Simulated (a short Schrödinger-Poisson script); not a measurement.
System: MOS inversion layer, SiO2 on p-type Si(100), at 300 K.

```
layer  material  thickness (nm)  Na (cm⁻³)
-----  --------  --------------  ---------
1          SiO2             1.7          -
2            Si            1700     6.2e16
```

The device is made up for the run: typed textbook-type constants, with dimensions and the other settings drawn at random. SiO2: permittivity 3.9, conduction-band edge (eV) 3.15, gap (eV) 9, electron mass (mₑ) 0.5. Si: permittivity 11.7, conduction-band edge (eV) 0, gap (eV) 1.124, Nv at 300 K (cm⁻³) 3.1e19.

Channel valleys (confinement mass, in-plane density-of-states mass, number): Δ2 0.916, 0.19, 2; Δ4 0.19, 0.417, 4. At the gate the conduction-band edge of layer 1 lies 3.44 eV − eVg above the Fermi level of the channel; the field vanishes at the back. Gaps are held at their typed values at every temperature. Mesh 0.03 nm at interfaces.

From a short Schrödinger-Poisson script (our own, NumPy): 1D Poisson equation in equilibrium, electrons classical, Fermi-Dirac, parabolic valleys, classical holes, full ionisation, no traps, pinning or gate leakage.

The same stack at other levels of the model or other numerical settings:

| run | sheet density of all electrons at Vg = 1.05 V (cm⁻²) | sheet density of all electrons at Vg = 0.45 V (cm⁻²) | capacitance at Vg = 1.05 V (μF/cm²) | centroid of the channel electrons at Vg = 1.05 V (nm) | rough cost against the base |
|---|---|---|---|---|---|
| base | 7.76e12 | 1.40e12 | 1.78 | 0.93 | about 1 |
| electrons treated as classical, Boltzmann | … | 1.42e12 | … | 0.75 | 0.2 |
| electrons treated as quantum, Hartree | 6.45e12 | … | 1.58 | 2.04 | 4 |
| mesh six times as coarse | 7.64e12 | 1.38e12 | 1.76 | 1.02 | 0.3 |

### Question
Fill in the missing entries.

### Answer

- electrons treated as quantum, Hartree, sheet density of all electrons at Vg = 0.45 V (cm⁻²): 9.99e11
- electrons treated as classical, Boltzmann, sheet density of all electrons at Vg = 1.05 V (cm⁻²): 8.05e12
- electrons treated as classical, Boltzmann, capacitance at Vg = 1.05 V (μF/cm²): 1.89

The classical rows ignore confinement, and Boltzmann statistics overrate the density once the band edge passes the Fermi level.
